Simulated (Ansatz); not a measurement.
Input:

```yaml
crystal:
  lattice:
    - [0.00000, 2.70234, 2.70234]
    - [2.70234, 0.00000, 2.70234]
    - [2.70234, 2.70234, 0.00000]
  atoms:
    - { symbol: Zn, position: [0.00000, 0.00000, 0.00000] }
    - { symbol: S, position: [0.25000, 0.25000, 0.25000] }
```

Method: r2SCAN with spin-orbit coupling, rigid bands (plane waves, PAW; Ansatz, an electronic-structure program). Condition of this run: hydrostatic pressure of -2 GPa (compression positive) (the target of the relaxation). Geometry: cell and atoms relaxed with PBEsol, then loaded as said.

What conductivity effective mass do dilute holes have at 300 K?

0.88 mₑ.

Predict the electron conductivity mass (n e² τ/σ) at 300 K, by direction if it differs.

0.20 mₑ.

And the band gap?

2.65 eV at this level; semilocal functionals usually fall short of the measured gap.

Rigid bands, one relaxation time for all states, no polarons. Geometry: cell and atoms relaxed with PBEsol.
